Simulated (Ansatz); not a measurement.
Seebeck coefficient (μV/K, mean over directions) of p-type ZnS (F-43m) against carrier density, Ansatz (an electronic-structure program) with r2SCAN with spin-orbit coupling, rigid bands. Computed gap 2.68 eV; densities at which minority carriers matter at this gap, or further valleys turn the trend, are left out. Conductivity mass 0.87 mₑ (harmonic mean over directions), N_v = 5.1e19 cm⁻³ at 300 K.

| hole density | 300 K | 500 K |
|---|---|---|
| 1e16 cm⁻³ | 980 | (withheld) |
| 1e17 cm⁻³ | 782 | 859 |
| 1e18 cm⁻³ | 584 | 660 |
| 3e18 cm⁻³ | 490 | 566 |
| 1e19 cm⁻³ | 387 | 463 |
| 3e19 cm⁻³ | (withheld) | 369 |
| 1e20 cm⁻³ | 205 | 270 |
| 3e20 cm⁻³ | 131 | 184 |
| 1e21 cm⁻³ | (withheld) | 104 |

Problem. Fill in the missing entries.

Solution. 
- 1e16 cm⁻³, 500 K: 1057
- 3e19 cm⁻³, 300 K: 297
- 1e21 cm⁻³, 300 K: 66

Rigid bands with a gap fixed in temperature, one relaxation time for all states, no polarons or phonon drag, and whether or not such doping can be reached.
